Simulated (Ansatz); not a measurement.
Base system: Al2Cu (space group I4/mcm, No. 140; a = 6.006 Å, c = 4.790 Å). Axes: x, y, z lie along a, b, c of the conventional cell.

All numbers come from DFT with r2SCAN, PAW potentials and a 500 eV plane-wave cutoff in Ansatz (a quantum-chemistry and plane-wave program), without spin-orbit coupling.

Before the change:

- Pressure: 0.0 GPa
- Shortest interatomic distance: 4.526 bohr
- Band gap: zero

Now apply this change: uniaxial strain ε_yy = −0.84 %, all other strain components held at zero; the atoms relax in the strained cell.

Task: What happens to the pressure?

Result: The pressure (mean of the normal stresses, compression positive) goes from zero to 1.0 GPa.

Task: Estimate the effect on the energy relative to the base.

Result: The energy increases by 0.6 meV/atom.

Task: Predict the new shortest interatomic distance.

Result: The shortest interatomic distance is still 4.526 bohr.

Task: How does this affect the band gap?

Result: The band gap stays zero.

Without a gap, meshes like the base's 12×12×12 leave anisotropic stresses uncertain by several tenths of a GPa, and small strain energies with them. Whether these cells are dynamically stable was not tested. The final runs are not spin-polarised.
